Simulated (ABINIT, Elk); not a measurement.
An Elk input for a self-consistent single point of GaP (F-43m, 2 atoms in the cell) (DFT, PBE, all-electron FP-LAPW, Elk's shipped species files, APW+lo basis with extra local orbitals):

```
tasks
  0

xctype
  20

rgkmax
  7.5

gmaxvr
  16.0

nxlo
  2

lorbcnd
  .true.

rmtscf
  0.93

lmaxi
  3

stype
  0

swidth
  0.0001

scale
  1.889726125

avec
    0.0000000000    2.7797810000    2.7797810000
    2.7797810000    0.0000000000    2.7797810000
    2.7797810000    2.7797810000    0.0000000000

atoms
  2   : nspecies
  'Ga.in'   : spfname
  1   : natoms; atposl, bfcmt below
  0.0000000000  0.0000000000  0.0000000000    0.0 0.0 0.0
  'P.in'   : spfname
  1   : natoms; atposl, bfcmt below
  0.2500000000  0.2500000000  0.2500000000    0.0 0.0 0.0

ngridk
  5 5 5
```

Task: Translate this input to ABINIT.

Result: This is the input that was run; spellings and numerical settings could be chosen otherwise.

```
# GaP, PseudoDojo nc-sr-05 PBE standard
pp_dirpath "./"
pseudos "Ga.upf, P.upf"
acell 3*1.0
rprim
        -0.0000000000    5.2530247764    5.2530247764
         5.2530247764    0.0000000000    5.2530247764
         5.2530247764    5.2530247764    0.0000000000
natom 2
ntypat 2
znucl 31 15
typat 1 2
xcart
         0.0000000000    0.0000000000    0.0000000000
         1.3898905000    1.3898905000    1.3898905000
      Angstrom
ecut 80 Ry
occopt 1
nband 13
kptopt 1
ngkpt 5 5 5
nshiftk 1
shiftk 0 0 0
nstep 60
tolvrs 1.0e-10
prtwf 0
prtden 0
enunit 2
```

Basis settings and potentials, where a program has them, do not carry over. This input uses DFT, PBE, plane waves, norm-conserving pseudopotentials (PseudoDojo nc-sr-05 PBE standard). Both were run: gap on the mesh 1.307 eV in Elk and 1.330 in ABINIT.

On Elk: the starting cell comes from a database of computed structures (which also holds hypothetical and non-ambient phases and stackings), without a prior relaxation at this level. Its lattice was rescaled by a random factor within 2.5 % of one. Values depend on the basis (sphere radii, cutoffs, local orbitals), which need not be converged.

On ABINIT: the starting cell comes from a database of computed structures (which also holds hypothetical and non-ambient phases and stackings), without a prior relaxation at this level. Its lattice was rescaled by a random factor within 2.5 % of one.
